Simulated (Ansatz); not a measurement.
```
Zr9N9Si16
1.0
    7.73510     0.00069    -0.10323
    0.00036     5.46962     0.06903
    1.58083    -1.94469    26.25891
Si N Zr
32 18 18
Direct
  0.57108   0.53224   0.12150
  0.07779   0.54233   0.10990
  0.82242   0.29045   0.11661
  0.32744   0.28229   0.10937
  0.79954   0.02740   0.04395
  0.40187   0.01547   0.03253
  0.09540   0.82105   0.04316
  0.59631   0.69292   0.04293
  0.05431   0.57834   0.26160
  0.55368   0.58130   0.26205
  0.30373   0.32932   0.25953
  0.80450   0.33003   0.26213
  0.31136   0.05688   0.18500
  0.82116   0.05729   0.18892
  0.56404   0.81959   0.19032
  0.06717   0.79826   0.18699
  0.53187   0.61959   0.40822
  0.03034   0.62569   0.40898
  0.78177   0.37112   0.40964
  0.28040   0.37517   0.40688
  0.79256   0.10199   0.33559
  0.29283   0.10032   0.33359
  0.04212   0.85216   0.33483
  0.54297   0.85076   0.33555
  0.00858   0.65573   0.55300
  0.49612   0.69077   0.55791
  0.26849   0.39239   0.55736
  0.75875   0.42485   0.55380
  0.27268   0.14909   0.48032
  0.76499   0.13871   0.48320
  0.51632   0.88950   0.48116
  0.02383   0.90124   0.48266
  0.52911   0.39157   0.65320
  0.86626   0.06895   0.65158
  0.20293   0.74776   0.65318
  0.19001   0.25339   0.70445
  0.52639   0.91575   0.70422
  0.85825   0.58460   0.70480
  0.18171   0.77003   0.77045
  0.51447   0.43760   0.77042
  0.84676   0.10515   0.77076
  0.83478   0.62510   0.83290
  0.17204   0.28906   0.83232
  0.50527   0.95560   0.83289
  0.82678   0.14209   0.89728
  0.16412   0.80403   0.89680
  0.49488   0.47368   0.89859
  0.46792   0.01558   0.96292
  0.81911   0.65613   0.94947
  0.15145   0.32124   0.95174
  0.35784   0.58486   0.70445
  0.68947   0.24890   0.70521
  0.02630   0.92130   0.70519
  0.36805   0.06674   0.64214
  0.71097   0.73168   0.64031
  0.02548   0.39943   0.63990
  0.00456   0.95579   0.83352
  0.33879   0.62246   0.83418
  0.66994   0.28972   0.83466
  0.01482   0.43731   0.76910
  0.34834   0.10359   0.76975
  0.68042   0.77057   0.76943
  0.65709   0.33697   0.96098
  0.98987   0.99649   0.95570
  0.31102   0.65118   0.96023
  0.65803   0.81205   0.89849
  0.99293   0.47417   0.89620
  0.32896   0.14262   0.89710
```

The first 32 atoms are the substrate (Si), the rest the film (ZrN-rs).

The numbers are results of PBE (plane waves to 420 eV, PAW; Ansatz, an electronic-structure program), not measurements. No spin–orbit coupling; the runs are not spin-polarised; PBE gaps are too small against experiment. Its k-point mesh 4×5×1, Fermi–Dirac width 0.05 eV.

Question: Describe the bonding at the interfaces and give the barriers.

Answer: A periodic stack without vacuum, rock-salt ZrN (1 1 0) on silicon (1 1 0) (film strained to the substrate, started from cuts of the bulks and a machine-learned relaxation; slabs Si32 and N18Zr18, which can lie off the formulas): substrate slab Si32, film N18Zr18, surface cells [[0, 2], [-1, 0]] and [[-1, 2], [-1, -1]], film strained by -2.8 and -2.8 %, outermost planes Si/Si and NZr/NZr as cut, which need not be the usual terminations and can put a slab off its formula.
| Property | Value |
|---|---|
| interface area | 42.3 Å² |
| period | 26.30 Å |
| heights between the nearest atoms of the two slabs at the two interfaces | 2.16 and 1.83 Å |
| Si–Zr contacts across the interfaces within 1.22 times the sum of covalent radii | 16, mean 2.93 Å |
| N–Si contacts across the interfaces within 1.22 times the sum of covalent radii | 1, mean 1.88 Å |
| hole barrier (PBE, at the middle of a substrate layer that carries a field) | 0.09 eV |
| electron barrier (PBE, at the middle of a substrate layer that carries a field) | 0.51 eV |
| slope of the mean potential energy in the substrate | +2.3 MV/cm × e |
